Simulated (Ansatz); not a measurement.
Sb_N, started at the N site. With Ansatz (a first-principles code) with PBE, PAW in a 64-site cell of zinc-blende BN (PBE lattice) with 2×2×2 shifted sampling: host gap 4.46 eV; neutral formation energy 16.95 eV with the elements as references.

Task: What does HSE06, PAW in Ansatz in a 64-site cell of zinc-blende BN (lattice scaled to a tabulated measured volume, 5.91 Å³ a site) with 2×2×2 shifted sampling give for the same quantities?

Result: host gap 5.79 eV; neutral formation energy 17.19 eV with the elements as references.

Flagged in one set or both: a doubtful potential alignment.
